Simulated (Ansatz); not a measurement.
Effect of uniaxial strain ε_xx = +0.92 % on hypothetical rock salt WGe

Base system: WGe in the rock salt structure (space group Fm-3m, No. 225; a = 5.1578 Å; a hypothetical phase, not in the database extracts checked; relaxed with 0.1 eV smearing). Axes: x, y, z lie along the cube axes.

Modification: the cell is stretched by 0.92 % along x with no lateral relaxation; the atoms relax in the strained cell.

All numbers come from PBE (Ansatz, a quantum-chemistry and plane-wave program; PAW; 420 eV plane waves; no spin-orbit coupling), earlier PAW set. k-mesh 19×19×19 (Γ-centred); smearing 0.1 eV (Fermi–Dirac).

```csv
quantity,base,changed,shift
volume per atom,17.15 Å³,17.31 Å³,+0.16 Å³
shortest interatomic distance,257.9 pm,257.9 pm,0.0 pm
energy relative to the base (free energy F),0 meV/atom,+1.7 meV/atom,+1.7 meV/atom
"pressure (mean of the normal stresses, compression positive)",0.0 GPa,-1.5 GPa,-1.5 GPa
band gap,zero,zero,–
"stress (xx, yy, zz, yz, xz, xy; compression positive)",–,"(-3.4, -0.6, -0.6, 0.0, 0.0, 0.0) GPa",–
```

Final structure:

```
WGe
1.0
    0.00000     2.57888     2.57888
    2.60260     0.00000     2.57888
    2.60260     2.57888     0.00000
Ge W
1 1
Direct
  0.00000   0.00000   0.00000
  0.50000   0.50000   0.50000
```

Stability against distortions was not tested. All final runs are without spin polarisation. WGe has a high density of states at the Fermi level and may be magnetic at this level.
